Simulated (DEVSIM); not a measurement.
System: abrupt GaP p-n junction, at 300 K.

```tsv
layer (left to right)	material	thickness (μm)	Nd (cm⁻³)	Na (cm⁻³)	τn (s)	τp (s)
1	GaP	54.0	-	3.6e15	3e-7	1e-6
2	GaP	4.50	1.7e16	-	1e-6	1e-6
```

Left contact: ohmic. Right contact: ohmic. Voltage is applied to the left contact. Recombination: SRH at mid-gap, radiative, Auger. Mobility is μmin + (μ − μmin)/(1 + (N/Nref)^α).

The device is made up for the run: typed textbook-type constants, with dimensions and the other settings drawn at random. Values at 300 K.

```
parameter         GaP
-------------  ------
gap (eV)         2.26
affinity (eV)     3.8
permittivity     11.1
Nc (cm⁻³)      1.8e19
Nv (cm⁻³)      1.9e19
μn (cm²/Vs)       250
μp (cm²/Vs)       150
μn,min             10
μp,min             10
Nref,n         4.4e18
Nref,p           1e18
αn                0.8
αp               0.85
B (cm³/s)       1e-13
Cn (cm⁶/s)      1e-30
Cp (cm⁶/s)      1e-30
```

Model (solved in DEVSIM): 1D drift-diffusion, Boltzmann statistics, complete ionisation; no tunnelling, impact ionisation, image-force lowering or self-heating.

Task: Tabulate band edges, carrier densities and field at -2.0 V on the left contact.

Result: Energies count from the Fermi level of the right contact; mesh points crowd at the junctions.

```tsv
x (μm)	Ec (eV)	Ev (eV)	n (cm⁻³)	p (cm⁻³)	field (V/cm)
0.000	4.038	1.778	< 1e2	3.6e15	≈ 0
0.04257	4.038	1.778	< 1e2	3.6e15	≈ 0
0.1606	4.038	1.778	< 1e2	3.6e15	≈ 0
0.4877	4.038	1.778	< 1e2	3.6e15	≈ 0
1.942	4.038	1.778	< 1e2	3.6e15	≈ 0
5.426	4.038	1.778	< 1e2	3.6e15	≈ 0
15.08	4.038	1.778	< 1e2	3.6e15	≈ 0
41.05	4.038	1.778	< 1e2	3.6e15	≈ 0
49.35	4.038	1.778	< 1e2	3.6e15	≈ 0
52.27	4.038	1.778	< 1e2	3.6e15	≈ 0
53.39	3.484	1.224	< 1e2	1700000	-25000
53.86	1.669	-0.591	< 1e2	< 1e2	-52000
53.96	1.082	-1.178	< 1e2	< 1e2	-59000
54.00	0.858	-1.402	69000	< 1e2	-60000
54.08	0.491	-1.769	1.0e11	< 1e2	-40000
54.25	0.186	-2.074	1.3e16	< 1e2	-1900
54.73	0.180	-2.080	1.7e16	< 1e2	≈ 0
56.04	0.180	-2.080	1.7e16	< 1e2	≈ 0
57.85	0.180	-2.080	1.7e16	< 1e2	≈ 0
58.28	0.180	-2.080	1.7e16	< 1e2	≈ 0
58.43	0.180	-2.080	1.7e16	< 1e2	≈ 0
58.50	0.180	-2.080	1.7e16	< 1e2	≈ 0
```
